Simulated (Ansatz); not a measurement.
## Response to strain in hypothetical R-3m V2Se3

Take V2Se3 in the Bi2Te3 type structure (space group R-3m, No. 166; a = 3.4639 Å, c = 27.3107 Å (hexagonal axes); ferromagnetic; a hypothetical phase, not in the database extracts checked; layered, stacked along the Cartesian z axis) as the base. Axes: x lies along a and z along c of the hexagonal cell.

Strains are applied to the cell and any free atomic positions relax; under biaxial strain the out-of-plane vector relaxes too; under stress the whole cell relaxes.

Computed with Ansatz (a program for electronic structure) PBE-D3(BJ), no spin-orbit coupling.

Notes on the quantities. pressure: mean of the normal stresses, compression positive; energy relative to the base: free energy F.

| change | pressure | energy relative to the base | shortest interatomic distance | largest site moment |
|---|---|---|---|---|
| base | 0.0 GPa | 0 meV/atom | 2.455 Å | 1.72 μB |
| biaxial strain −0.57 %, plane normal [001], relaxed out of plane | [?] | +0.3 meV/atom | [?] | 1.70 μB |
| biaxial strain +1.43 %, plane normal [001], relaxed out of plane | -0.8 GPa | +1.9 meV/atom | 2.462 Å | 1.76 μB |
| biaxial strain +1.50 %, plane normal [001], relaxed out of plane | -0.8 GPa | +2.1 meV/atom | 2.462 Å | 1.76 μB |
| isotropic strain −4.64 % | 9.4 GPa | +64 meV/atom | 2.409 Å | 1.36 μB |
| isotropic strain +0.17 % | -0.2 GPa | +0.1 meV/atom | 2.457 Å | 1.73 μB |
| uniaxial stress, 3 GPa compression along z | – | +7.5 meV/atom | 2.454 Å | 1.74 μB |

**Question.** Some entries are withheld; estimate them.

**Answer.** 
- biaxial strain −0.57 %, plane normal [001], relaxed out of plane, pressure: 0.3 GPa
- biaxial strain −0.57 %, plane normal [001], relaxed out of plane, shortest interatomic distance: 2.453 Å

Other magnetic orders, which the real material may have, were not ruled out. Without a gap, meshes like the base's 15×15×15 leave anisotropic stresses uncertain by several tenths of a GPa, and small strain energies with them. Beyond what the load breaks, stability against distortions was not tested.
